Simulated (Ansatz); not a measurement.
The starting structures come from a database of crystals and need not be the phases stable at ambient conditions.

The decay constant κ of evanescent states in the gap governs leakage through a thin film.

Given:

```
CELL_PARAMETERS angstrom
      5.62671     0.00000     0.00000
     -2.81336     4.87287     0.00000
      2.81336     1.62429     2.29710
ATOMIC_POSITIONS crystal
  Tl 0.00000 0.00000 0.00000
  Br 0.00000 0.50000 0.50000
```

The cell was relaxed by PBE-D3(BJ); by PBEsol it stands under a pressure of -1.2 GPa.

Transport runs along the normal of the first two printed cell vectors, the (111) plane of the conventional cell.

No gap correction and no spin-orbit coupling; mid-gap is the computed energy nearest the middle.

### Question
Estimate the band gap and the smallest decay constant κ at mid-gap that Ansatz (a program for electronic structure) with PBEsol returns for this system.

### Answer
Gap 1.73 eV on a 14×14×14 mesh; κ = 0.154 1/Å, at (0.500, 0.000) of the in-plane reciprocal vectors. At the zone centre the slowest state has κ = 0.20 1/Å.
